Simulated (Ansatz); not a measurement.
Co3PtB (model structure, started from the Mn3GaN type, Pm-3m, No. 221, 5 atoms in the cell)

Computed with LDA in Ansatz (plane waves, PAW).

Run with plane-wave cutoff 520 eV, 14×14×14 k mesh, Fermi–Dirac smearing 0.05 eV, spin-polarised with parallel moments, scalar-relativistic PAW data made under PBE.

Cell (relaxed at this level):

```xyz
5
Lattice="3.7398 0.0000 0.0000 0.0000 3.7398 0.0000 0.0000 0.0000 3.7398" Properties=species:S:1:pos:R:3 pbc="T T T"
Co     1.8699     1.8699     0.0000
Co     0.0000     1.8699     1.8699
Co     1.8699     0.0000     1.8699
Pt     0.0000     0.0000     0.0000
B      1.8699     1.8699     1.8699
```
Starting moments (μB, in the order of the record's atoms Co Co Co Pt B): 3.0 3.0 3.0 0.0 0.0.

```json
{
 "band_gap": "none",
 "bulk modulus B0": "248 GPa"
}
```

Note: the magnetic order was assumed, not searched for or taken from measurement; the bulk modulus is −V dP/dV from two relaxed cells at ±2 % in volume; the moments ended far under their starting size, a low-moment state that need not be the lowest; the relaxation could raise the start's symmetry but not lower it, so the cell can be a saddle point.

Spin–orbit coupling is not included; it can open a gap where bands touch, and shift volumes and moduli.

It cost very roughly 8 core-minutes of CPU time.

A model structure was made by putting elements into a prototype or built by hand; it is no filed structure, need not be a known phase, and can be a saddle point held by its symmetry.

Ansatz is a first-principles code.
